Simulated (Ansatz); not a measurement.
Al3SiCN3 (model structure, P3m1, No. 156, 8 atoms in the cell), treated with PBE (plane waves, PAW; Ansatz, a first-principles code).

Settings: plane-wave cutoff 520 eV, 24×24×6 k mesh (along the axes of the cell as run), Fermi–Dirac smearing 0.05 eV, scalar-relativistic PAW data made under PBE.

Cell (relaxed with PBEsol):

```yaml
crystal:
  lattice:
    - [3.12647, 0.00000, 0.00000]
    - [-1.56323, 2.70760, 0.00000]
    - [0.00000, 0.00000, 9.98756]
  atoms:
    - { symbol: Al, position: [0.66667, 0.33333, 0.99941] }
    - { symbol: N, position: [0.66667, 0.33333, 0.19504] }
    - { symbol: Al, position: [0.00000, 0.00000, 0.24534] }
    - { symbol: N, position: [0.00000, 0.00000, 0.44049] }
    - { symbol: Al, position: [0.66667, 0.33333, 0.49046] }
    - { symbol: N, position: [0.66667, 0.33333, 0.68753] }
    - { symbol: Si, position: [0.00000, 0.00000, 0.76159] }
    - { symbol: C, position: [0.00000, 0.00000, 0.93464] }
```

**Question.** What does this level give for the band gap?

**Answer.** 
- band gap: 0.42 eV (on the SCF k mesh)

Note: the relaxation could raise the start's symmetry but not lower it, so the cell can be a saddle point; cell and atoms aren't relaxed at this level (largest force component 0.07 eV/Å, pressure 3.4 GPa).

Static lattice: no zero-point or thermal effects.

Cost on a shared machine: about 120 core-seconds (a rough figure).

A model structure was made by putting elements into a prototype or built by hand; it is no filed structure, need not be a known phase, and can be a saddle point held by its symmetry.
